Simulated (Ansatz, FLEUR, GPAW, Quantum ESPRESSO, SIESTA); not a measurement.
## One structure in several programs: SnO (P4/nmm, 4 atoms in the cell)

Self-consistent single point.

```
CELL_PARAMETERS angstrom
      3.79126     0.00000     0.00000
      0.00000     3.79126     0.00000
      0.00000     0.00000     4.82887
ATOMIC_POSITIONS crystal
  Sn 0.50000 0.00000 0.76200
  Sn 0.00000 0.50000 0.23800
  O  0.50000 0.50000 0.00000
  O  0.00000 0.00000 0.00000
```

Shared settings, as Ansatz (a quantum-chemistry and plane-wave program) writes them: kpoints.mp_grid.grid = 6 6 5; scf.occupations.method = fermi_dirac; scf.occupations.width = 0.02 eV. Potentials and cutoffs stand in the table.

```json
[
 {"code": "GPAW", "model": "PBE, GPAW PAW datasets PBE (gpaw-data 1.0.1)", "pressure (GPa)": "–", "largest force (eV/Å)": "0.445", "cutoff": "900 eV"},
 {"code": "Ansatz", "model": "PBE, default PAW files", "pressure (GPa)": "4.61", "largest force (eV/Å)": "0.506", "cutoff": "default"},
 {"code": "FLEUR", "model": "PBE, all-electron FLAPW (FLEUR), scalar-relativistic valence", "pressure (GPa)": "–", "largest force (eV/Å)": "0.431", "cutoff": "Kmax 4.4 1/bohr"},
 {"code": "Quantum ESPRESSO", "model": "PBE, GBRV 1.5 ultrasoft (PBE) pseudopotentials", "pressure (GPa)": "5.20", "largest force (eV/Å)": "0.546", "cutoff": "40 Ry"},
 {"code": "SIESTA", "model": "GGA PBE, numerical atomic orbitals DZP, PseudoDojo PBE standard norm-conserving potentials (rewritten from UPF to PSML)", "pressure (GPa)": "6.66", "largest force (eV/Å)": "0.927", "cutoff": "grid 300 Ry"}
]
```

A dash marks a value that a program does not give, or that is left out as unsure.

No clean gap comes from GPAW, Ansatz, Quantum ESPRESSO and SIESTA: levels at the Fermi energy touch, overlap or are partly filled at this smearing.

The spread over the programs that give each value: pressure within 2.05 GPa; largest force within 0.496 eV/Å.

SIESTA uses small atom-centred bases, whose incompleteness enters pressures, forces and empty levels differently from a plane-wave cutoff. FLEUR treats all electrons, but the usual bases taken here (sphere radii, linearisation, local orbitals, empty states) were not tested for convergence, so the values are no reference for the others. Ansatz's pressure is given at a fixed set of plane waves, as the other plane-wave codes print theirs; with its correction for the finite basis it is 5.09 GPa (the shift of 0.48 GPa shows how far the cutoff is from converged). The pressure of GPAW is left out: its cutoff lies under the one at which its stress was checked. In the pressure, SIESTA (by 1.75) lies more than 1 GPa from the median of the plane-wave programs. In the force vectors, SIESTA (by 0.421) lies more than 0.08 eV/Å from the median of the plane-wave programs.

On the base mesh (7 7 6) the same programs gave: Ansatz pressure 4.67 GPa; Quantum ESPRESSO pressure 5.24 GPa; SIESTA pressure 6.71 GPa.

The starting cell has typed, rounded lattice constants, without a prior relaxation at this level. Its lattice was rescaled by a random factor within 2.5 % of one.

Left out of this page: CP2K (on another mesh).

Keys are those of Ansatz 0.2.
